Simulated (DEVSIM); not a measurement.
Structure: W/La2O3/n-Ge capacitor, at 250 K.

| layer (left to right) | material | thickness (nm) | Nd (cm⁻³) |
|---|---|---|---|
| 1 | La2O3 | 18.0 | - |
| 2 | Ge | 490 | 1.5e18 |

Metal gate on the left, work function 4.6 eV. Fixed charge at the semiconductor interface 2.6e12 cm⁻² (in units of +e); no interface traps.

This is a model device: material constants are rounded textbook-type values typed into the input, and sizes, dopings and lifetimes were drawn at random. Values at 300 K; Nc and Nv go as T^1.5, mobilities as T to minus their exponent, the gap by Varshni's rule with the affinity fixed.

```
parameter         La2O3        Ge
----------------  -----  --------
gap (eV)            5.8     0.664
affinity (eV)       1.8         4
permittivity         27        16
Nc (cm⁻³)             -   1.04e19
Nv (cm⁻³)             -      6e18
Varshni α (eV/K)      -  0.000477
Varshni β (K)         -       235
```

Simulated with DEVSIM: 1D Poisson equation in equilibrium, Boltzmann statistics, complete ionisation; no quantum confinement or tunnelling. Metal contacts follow the ideal Schottky-Mott rule: no Fermi-level pinning, no interface dipoles.

Task: Tabulate band edges, carrier densities and field at -0.3 V on the gate.

Result: Energies count from the Fermi level of the right contact; mesh points crowd at the junctions.

```tsv
x (μm)	Ec (eV)	Ev (eV)	n (cm⁻³)	p (cm⁻³)	field (V/cm)
0.000	3.100	-2.700	< 1e2	< 1e2	-340000
0.001074	3.063	-2.736	< 1e2	< 1e2	-340000
0.003008	2.998	-2.802	< 1e2	< 1e2	-340000
0.006495	2.879	-2.921	< 1e2	< 1e2	-340000
0.01288	2.662	-3.138	< 1e2	< 1e2	-340000
0.01576	2.564	-3.236	< 1e2	< 1e2	-340000
0.01735	2.510	-3.290	< 1e2	< 1e2	-340000
0.01864	0.270	-0.413	2.8e13	2.2e10	-270000
0.02038	0.226	-0.457	2.2e14	2.8e9	-240000
0.02357	0.158	-0.524	5.1e15	1.2e8	-190000
0.03006	0.073	-0.610	2.7e17	2300000	-81000
0.04973	0.036	-0.647	1.5e18	420000	-560
0.08143	0.036	-0.647	1.5e18	410000	≈ 0
0.1437	0.036	-0.647	1.5e18	410000	≈ 0
0.3081	0.036	-0.647	1.5e18	410000	≈ 0
0.4068	0.036	-0.647	1.5e18	410000	≈ 0
0.4570	0.036	-0.647	1.5e18	410000	≈ 0
0.4826	0.036	-0.647	1.5e18	410000	≈ 0
0.4985	0.036	-0.647	1.5e18	410000	≈ 0
0.5037	0.036	-0.647	1.5e18	410000	≈ 0
0.5063	0.036	-0.647	1.5e18	410000	≈ 0
0.5080	0.036	-0.647	1.5e18	410000	≈ 0
```
